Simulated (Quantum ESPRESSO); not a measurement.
Worked example: self-consistent single point of HfGeS (P4/nmm, 6 atoms in the cell) in Quantum ESPRESSO.

Computed with LDA (PW92), PseudoDojo standard norm-conserving (LDA) pseudopotentials (plane waves; Quantum ESPRESSO).

The change in words: lattice scaled by 0.98. Reference geometry:
```
CELL_PARAMETERS angstrom
      3.59489     0.00000     0.00000
      0.00000     3.59489     0.00000
      0.00000     0.00000     7.89409
ATOMIC_POSITIONS crystal
  Hf 0.00000 0.50000 0.72619
  Hf 0.50000 0.00000 0.27381
  Ge 0.50000 0.50000 0.00000
  Ge 0.00000 0.00000 0.00000
  S  0.00000 0.50000 0.37986
  S  0.50000 0.00000 0.62014
```

Reference input (self-consistent single point, DFT, LDA (PW92), plane waves, PseudoDojo standard norm-conserving (LDA) pseudopotentials): ecutwfc = 80 Ry; occupations = smearing; smearing = fermi-dirac; degauss = 0.0036749 Ry; potentials = {Hf: Hf.upf, Ge: Ge.upf, S: S.upf}; K_POINTS = automatic 7 7 4 0 0 0; conv_thr = 1e-10 Ry. This run's input differs from it in these lines:

```diff
@@ -26,8 +26,8 @@
 ATOMIC_POSITIONS {angstrom}
-Hf    0.0000000000    1.7974425000    5.7326099433
-Hf    1.7974425000    0.0000000000    2.1614810567
-Ge    1.7974425000    1.7974425000    0.0000000000
+Hf    0.0000000000    1.7614935000    5.6179576137
+Hf    1.7614935000    0.0000000000    2.1182513863
+Ge    1.7614935000    1.7614935000    0.0000000000
 Ge    0.0000000000    0.0000000000    0.0000000000
-S     0.0000000000    1.7974425000    2.9986494073
-S     1.7974425000    0.0000000000    4.8954415927
+S     0.0000000000    1.7614935000    2.9386763507
+S     1.7614935000    0.0000000000    4.7975326493
 K_POINTS {automatic}
@@ -35,5 +35,5 @@
 CELL_PARAMETERS {angstrom}
-   3.5948850000     0.0000000000     0.0000000000
-   0.0000000000     3.5948850000     0.0000000000
-   0.0000000000     0.0000000000     7.8940910000
+   3.5229870000     0.0000000000     0.0000000000
+   0.0000000000     3.5229870000     0.0000000000
+   0.0000000000     0.0000000000     7.7362090000
```

Output, abridged:

```
     Self-consistent Calculation

     iteration #  1     ecut=    80.00 Ry     beta= 0.70

---- Real-time Memory Report at c_bands before calling an iterative solver
           227 MiB given to the printing process from OS
           190 MiB allocation reported by mallinfo(arena+hblkhd)
------------------

     Threshold (ethr) on eigenvalues was too large:
     Diagonalizing with lowered threshold

---- Real-time Memory Report at c_bands before calling an iterative solver
           243 MiB given to the printing process from OS
           198 MiB allocation reported by mallinfo(arena+hblkhd)
------------------

   [... lines left out ...]

---- Real-time Memory Report at c_bands before calling an iterative solver
           265 MiB given to the printing process from OS
           234 MiB allocation reported by mallinfo(arena+hblkhd)
------------------

     total energy              =    -627.49530949 Ry
     estimated scf accuracy    <          1.4E-10 Ry

     iteration # 12     ecut=    80.00 Ry     beta= 0.70

---- Real-time Memory Report at c_bands before calling an iterative solver
           265 MiB given to the printing process from OS
           234 MiB allocation reported by mallinfo(arena+hblkhd)
------------------
     End of self-consistent calculation

     the Fermi energy is    15.6932 ev

!    total energy              =    -627.49530949 Ry
     estimated scf accuracy    <          6.0E-12 Ry
     smearing contrib. (-TS)   =      -0.00071663 Ry
     internal energy E=F+TS    =    -627.49459286 Ry

     convergence has been achieved in  12 iterations

     Forces acting on atoms (cartesian axes, Ry/au):

     atom    1 type  1   force =     0.00000000    0.00000000   -0.01114986
     atom    2 type  1   force =     0.00000000    0.00000000    0.01114986
     atom    3 type  2   force =     0.00000000    0.00000000    0.00000000
     atom    4 type  2   force =     0.00000000    0.00000000    0.00000000
     atom    5 type  3   force =     0.00000000    0.00000000    0.00550523
     atom    6 type  3   force =     0.00000000    0.00000000   -0.00550523

     Total force =     0.017586     Total SCF correction =     0.000008

          total   stress  (Ry/bohr**3)                   (kbar)     P=       38.57
   0.00023900   0.00000000   0.00000000           35.16        0.00        0.00
   0.00000000   0.00023900   0.00000000            0.00       35.16        0.00
   0.00000000   0.00000000   0.00030861            0.00        0.00       45.40

   JOB DONE.
```

The run converged in 12 iterations. Against the reference run the free energy drops by 4.7 meV/atom, the pressure goes from -4.91 to 3.86 GPa and the largest force goes from 0.132 to 0.287 eV/Å.

The starting cell comes from a database of computed structures (which also holds hypothetical and non-ambient phases and stackings), without a prior relaxation at this level. Its lattice was rescaled by a random factor within 2.5 % of one. For this run, on top of that: lattice scaled by 0.98. With a pressure of about 4 GPa the cell is away from its equilibrium volume at this level.

Cost on one core of a shared machine: roughly 6 min.
